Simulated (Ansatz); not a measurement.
The starting structures come from a database of crystals and need not be the phases stable at ambient conditions.

By PBEsol, the system below comes out a metal.

The ballistic (Sharvin) conductance counts the channels at the Fermi level: G/A = (e²/h) × channels of both spins per area.

Consider the following.

```xyz
2
Lattice="2.7784 0.0000 0.0000 1.3434 3.9903 0.0000 0.0000 0.0000 3.2816" Properties=species:S:1:pos:R:3 pbc="T T T"
Ga     0.6827     0.9171     0.8204
Ga     3.4391     3.0732     2.4612
```

Space group of this cell: P2_1/m. The cell is taken as given; by PBEsol its mean pressure is -0.7 GPa.

The current flows along the normal of the first two printed cell vectors. No spin-orbit coupling; the value is a mean over 0.1 eV about the Fermi level.

Estimate the ballistic conductance per area that PBEsol (Ansatz, a program for electronic structure) returns for this system.

1.3 × 10¹⁵ S/m² for both spins.
